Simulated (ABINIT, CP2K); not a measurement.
A CP2K input for a self-consistent single point of Be3N2 (R3m, 5 atoms in the cell) (DFT LDA (Pade form), GPW, DZVP-MOLOPT-SR-GTH basis, GTH-PADE potentials (GTH_POTENTIALS)):

```
&GLOBAL
  PROJECT calc
  RUN_TYPE ENERGY_FORCE
  PRINT_LEVEL MEDIUM
&END GLOBAL
&FORCE_EVAL
  METHOD Quickstep
  STRESS_TENSOR ANALYTICAL
  &DFT
    BASIS_SET_FILE_NAME BASIS_MOLOPT
    POTENTIAL_FILE_NAME GTH_POTENTIALS
    &QS
      METHOD GPW
      EPS_DEFAULT 1E-10
    &END QS
    &MGRID
      CUTOFF 600
      REL_CUTOFF 60
      NGRIDS 5
    &END MGRID
    &SCF
      SCF_GUESS ATOMIC
      EPS_SCF 1E-6
      MAX_SCF 100
      ADDED_MOS 5
      &DIAGONALIZATION
        ALGORITHM STANDARD
      &END DIAGONALIZATION
      &MIXING
        METHOD BROYDEN_MIXING
        ALPHA 0.3
        NBUFFER 12
        BETA 1
      &END MIXING
    &END SCF
    &KPOINTS
      SCHEME MONKHORST-PACK 9 9 9
    &END KPOINTS
    &XC
      &XC_FUNCTIONAL PADE
      &END XC_FUNCTIONAL
    &END XC
    &PRINT
      &MO
        EIGENVALUES T
        OCCUPATION_NUMBERS T
        NDIGITS 8
        FILENAME mo
        &EACH
          QS_SCF 0
        &END EACH
        ADD_LAST NUMERIC
      &END MO
      &MULLIKEN ON
      &END MULLIKEN
    &END PRINT
  &END DFT
  &SUBSYS
    &CELL
      A 5.13496500 0.00000000 0.00000000
      B 4.34982000 2.72890700 0.00000000
      C 4.34981900 1.25150500 2.42500900
      PERIODIC XYZ
    &END CELL
    &COORD
      SCALED
      Be       0.85899700     0.85899700     0.85899700
      Be       0.31769000     0.31769000     0.31769000
      Be       0.08881000     0.08881000     0.08881000
      N        0.20416000     0.20416000     0.20416000
      N        0.70843700     0.70843700     0.70843700
    &END COORD
    &KIND Be
      BASIS_SET DZVP-MOLOPT-SR-GTH
      POTENTIAL GTH-PADE-q4
    &END KIND
    &KIND N
      BASIS_SET DZVP-MOLOPT-SR-GTH
      POTENTIAL GTH-PADE-q5
    &END KIND
  &END SUBSYS
  &PRINT
    &FORCES ON
    &END FORCES
    &STRESS_TENSOR ON
    &END STRESS_TENSOR
  &END PRINT
&END FORCE_EVAL
```

Question: Give the ABINIT input for the same structure, mesh, smearing and functional.

Answer: This is the input that was run; spellings and numerical settings could be chosen otherwise.

```
# Be3N2, JTH v2.0 LDA PAW
pp_dirpath "./"
pseudos "Be.LDA_PW-JTH.xml, N.LDA_PW-JTH.xml"
acell 3*1.0 Angstrom
rprim
         1.4198051741    0.8197248995    4.8662170000
        -1.4198051741    0.8197248995    4.8662170000
        -0.0000000000   -1.6394497989    4.8662170000
natom 5
ntypat 2
znucl 4 7
typat 1 1 1 2 2
xred
         0.8589970000    0.8589970000    0.8589970000
         0.3176900000    0.3176900000    0.3176900000
         0.0888100000    0.0888100000    0.0888100000
         0.2041600000    0.2041600000    0.2041600000
         0.7084370000    0.7084370000    0.7084370000
ecut 26
pawecutdg 52
occopt 1
nband 14
kptopt 1
ngkpt 9 9 9
nshiftk 1
shiftk 0 0 0
nstep 80
tolvrs 1.0e-11
prtwf 0
prtden 0
enunit 1
```

Basis settings and potentials, where a program has them, do not carry over. This input uses DFT, LDA (PW92), plane waves, PAW (JTH v2.0 LDA PAW). LDA parametrisations can differ slightly between programs.

The starting cell comes from a database of computed structures (which also holds hypothetical and non-ambient phases and stackings), without a prior relaxation at this level.
